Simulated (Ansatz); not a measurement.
TiAl (P-6m2, No. 187, 2 atoms in the cell; start mp-1217008; another space group than a measured phase of this formula), treated with PBEsol (Ansatz, a first-principles code, plane waves, PAW).

The run printed, among other lines:

```
Relaxation: its limit of steps is 80 (relax.max_steps)
Crystal: 2 atoms, lattice volume = 33.100 Å³
Basis set: ecut = 520 eV, 917 PW (Γ), exchange–correlation on 48×48×72 points (8 copies of the dense FFT grid, shifted against one another)
Bands: 12, of which v1, the nominal top of the filled ones, is band 8 counted from 1 (7 counted from 0)
Symmetry: 12 space group operations
Space group: P-6m2 (ITA 187), of the structure as read, at distance tolerance 3.2e-5 Å
k-points: 427 of 6912 (time reversal used)
Initial density: superposition of atomic densities (chi_scale 0.1, normalization cell, long waves kept (reshape's long-wave potential 0.00 eV rms))
Functional: x = pbesol(κ = 0.804, μ = 0.12345679012345678), c = pbesol(β = 0.046)
SCF iter   1: F=—  HF=-2999.305787 eV  |F-HF|=—  |Δ(HF+E_count)|=         —  Δρ=4.43e-2  dr2=9.04e-1
SCF iter   2: F=—  HF=-2999.091266 eV  |F-HF|=—  |Δ(HF+E_count)|=   2.15e-1  Δρ=2.25e-2  dr2=3.91e-1
  ...
SCF 1 converged in 7 iterations: F = -2998.959511 eV  dr2 = 2.21e-9
Crystal: 2 atoms, lattice volume = 33.100 Å³
Basis set: ecut = 520 eV, 905 PW (Γ), exchange–correlation on 48×48×72 points (8 copies of the dense FFT grid, shifted against one another)
Initial density: handed on by an earlier stage of this run
SCF 2 converged in 6 iterations: F = -2998.959588 eV  dr2 = 1.64e-12
Crystal: 2 atoms, lattice volume = 33.100 Å³
SCF iter   7: F=-2998.959589 eV  HF=-2998.959589 eV  |F-HF|=9.09e-13  |Δ(HF+E_count)|=  4.55e-13  Δρ=1.38e-9  dr2=2.56e-16
SCF iter   8: F=-2998.959589 eV  HF=-2998.959589 eV  |F-HF|=9.09e-13  |Δ(HF+E_count)|=  4.55e-13  Δρ=4.31e-10  dr2=2.28e-17
SCF 3 converged in 8 iterations: F = -2998.959589 eV  dr2 = 2.28e-17
SCF converged after 8 iterations
Free energy (F): -2998.959589 eV
Internal energy: -2998.937201 eV  (E = F + TS)
E sigma→0 (E₀):  -2998.948395 eV
Fermi energy:    10.376468 eV
--- Forces (eV/Å), atoms counted from 1 ---
  atom   1  Ti     0.00000000    -0.00000000     0.00000000
  atom   2  Al    -0.00000000     0.00000000    -0.00000000
--- Stress (GPa, compression-positive) ---
       -2.118148       0.000000       0.000000
       -0.000000      -2.118148      -0.000000
        0.000000      -0.000000      -2.089228
  P = ⅓ Tr σ = -2.1085 GPa (-21.085 kbar)
```

Q: Write an input file that could have produced this run (the log leaves some choices open).

A: One answer among several that fit: 
Ansatz 0.2 input:
```yaml
crystal:
  lattice:
    - [2.8678719557, 0.0, 0.0]
    - [-1.4339359778, 2.4836499684, 0.0]
    - [0.0, 0.0, 4.6470345832]
  atoms:
    - { symbol: Ti, position: [0.0, 0.0, 0.0] }
    - { symbol: Al, position: [0.3333333333, 0.6666666667, 0.5] }
basis:
  ecutwfc: 520
  ecutrho_ratio: 4
  xc_grid: 2
kpoints:
  mp_grid: { grid: [24, 24, 12] }
hamiltonian:
  xc: pbesol
  dispersion: none
  pseudopotentials: { azcp: { folder: ./paw }, kind: paw }
scf:
  occupations: { method: fermi_dirac, width: 0.05 }
output:
  forces: true
  stress: true
  eigenvalues: true
relax:
  f_tol: 0.004
  escape_saddle: false
  max_steps: 80
  cell: { stress_tol: 0.02, fix: [volume] }
```

The cell is one volume of an energy–volume scan, off the minimum.

The PAW data were made under PBE.

Note: the run has no spin polarisation, so it can have missed a magnetic state. Note: the relaxation could not lower the start's symmetry, so the cell can be a saddle point above a distorted one.

A start named mp-… is a Materials Project structure, which need not be a measured phase.
